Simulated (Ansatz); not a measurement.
## Zr, pressure series

Take Zr (space group P6/mmm, No. 191; a = 4.973 Å, c = 3.111 Å; a cell from a computed database, its experimental status unchecked) as the base.

Cell and atoms are relaxed at each pressure.

Method: Kohn–Sham DFT with the PBEsol functional, run in Ansatz (a quantum-chemistry and plane-wave program) with PAW and 420 eV plane waves, spin-orbit coupling left out.

```csv
variant,density,shortest interatomic distance
base,6.82 g/cm³,2.871 Å
pressure −2 GPa,6.69 g/cm³,2.891 Å
pressure −1 GPa,6.76 g/cm³,2.881 Å
pressure 0.3 GPa,6.84 g/cm³,2.868 Å
pressure 0.7 GPa,6.87 g/cm³,2.865 Å
pressure 1.5 GPa,6.92 g/cm³,2.858 Å
pressure 3 GPa,7.02 g/cm³,2.845 Å
pressure 5 GPa,7.14 g/cm³,2.828 Å
pressure 7.5 GPa,7.29 g/cm³,2.809 Å
pressure 10 GPa,7.43 g/cm³,2.792 Å
```

Load acts through the strain it causes; cell and atoms are relaxed under it. Stability against distortions was not tested. No other phases were tried under pressure. The base started in Ibam and relaxed to P6/mmm at this level. The final runs are not spin-polarised. This is not the structure that Zr has at room temperature and ambient pressure.
